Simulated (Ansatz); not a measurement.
Fluorite NiSi₂, treated with PBEsol in Ansatz (plane waves, PAW).

Settings: plane-wave cutoff 520 eV, 18×18×18 k mesh, Fermi–Dirac smearing 0.05 eV, no spin polarisation, scalar-relativistic PAW data made under PBE.

Computed points:

```json
[
 {"V (Å³/atom)": "12.268", "E − E_lowest (meV/atom)": "26.19"},
 {"V (Å³/atom)": "12.529", "E − E_lowest (meV/atom)": "11.23"},
 {"V (Å³/atom)": "12.790", "E − E_lowest (meV/atom)": "2.72"},
 {"V (Å³/atom)": "13.051", "E − E_lowest (meV/atom)": "0.00"},
 {"V (Å³/atom)": "13.312", "E − E_lowest (meV/atom)": "2.51"},
 {"V (Å³/atom)": "13.573", "E − E_lowest (meV/atom)": "9.71"},
 {"V (Å³/atom)": "13.834", "E − E_lowest (meV/atom)": "21.13"}
]
```

Estimate the bulk modulus and its pressure derivative from these points.

V0 = 13.052 Å³/atom, B0 = 160 GPa, B′ = 4.3 (fit to the energies at full precision).

Measured, for comparison: equilibrium volume per atom 13.17 Å³/atom (temperature not stated, no zero-point or thermal correction; as tabulated in Wikipedia's data pages). Computed less measured: equilibrium volume per atom -0.9 %. A static lattice is as a rule a little smaller and stiffer than an uncorrected measurement, which can account for part of this in the equilibrium volume per atom.

Ansatz is a quantum-chemistry and plane-wave program.
